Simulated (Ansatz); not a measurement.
**ZrSi: uniaxial stress, 2 GPa tension along x**

The reference is ZrSi (space group Cmcm, No. 63; a = 3.732 Å, b = 9.880 Å, c = 3.742 Å; relaxed with 0.1 eV smearing). Axes: x, y, z lie along a, b, c of the conventional cell.

It is then changed as follows: uniaxial stress, 2 GPa tension along x, with the cell and atoms free to relax against it.

The values are results of DFT with PBEsol, PAW potentials and a 420 eV plane-wave cutoff in Ansatz (a first-principles code), no spin-orbit coupling, not measurements. Γ-centred 17×17×15 mesh, Fermi–Dirac width 0.1 eV.

| quantity | base | changed | shift |
|---|---|---|---|
| volume per atom | 17.25 Å³ | 17.34 Å³ | +0.09 Å³ |
| shortest interatomic distance | 4.595 bohr | 4.590 bohr | -0.005 bohr |
| energy relative to the base (free energy F) | 0 meV/atom | +1.3 meV/atom | +1.3 meV/atom |
| band gap | zero | zero | – |
| strain response (xx, yy, zz) | – | (+1.20, −0.13, −0.53) % | – |
| secant Young's modulus along x | – | 170 GPa | – |
| mean lateral Poisson ratio | – | 0.28 | – |

Beyond what the load breaks, stability against distortions was not tested. All final runs are without spin polarisation.
